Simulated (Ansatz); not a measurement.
The starting structures come from a database of crystals and need not be the phases stable at ambient conditions.

Inside the gap of an insulator the Bloch states are evanescent, with a wavenumber k + iκ along the transport direction.

Given:

```
CELL_PARAMETERS angstrom
      5.76156     0.00000     0.00000
      0.00000     7.90194     0.00000
      0.00000     0.00000     5.50481
ATOMIC_POSITIONS crystal
  La 0.43713 0.25000 0.48364
  La 0.56287 0.75000 0.51636
  La 0.06287 0.75000 0.98364
  La 0.93713 0.25000 0.01636
  Rh 0.00000 0.50000 0.50000
  Rh 0.50000 0.50000 0.00000
  Rh 0.50000 0.00000 0.00000
  Rh 0.00000 0.00000 0.50000
  O  0.80046 0.54947 0.80633
  O  0.19954 0.45053 0.19367
  O  0.69954 0.45053 0.30633
  O  0.30046 0.54947 0.69367
  O  0.30046 0.95053 0.69367
  O  0.69954 0.04947 0.30633
  O  0.19954 0.04947 0.19367
  O  0.80046 0.95053 0.80633
  O  0.97542 0.75000 0.40257
  O  0.02458 0.25000 0.59743
  O  0.52458 0.25000 0.90257
  O  0.47542 0.75000 0.09743
```

Space group of this cell: Pnma. The cell is taken as given; by PBEsol its mean pressure is -4.3 GPa.

Transport runs along the normal of the first two printed cell vectors.

The gap is the functional's own, uncorrected, and κ follows it; spin-orbit coupling is left out. Mid-gap values are interpolated between the computed energies.

Task: Give the band gap and the smallest decay constant κ at mid-gap that PBEsol in Ansatz (an electronic-structure program) yields.

Result: Gap 0.53 eV on a 6×4×6 mesh; κ = 0.205 1/Å, at the zone centre.
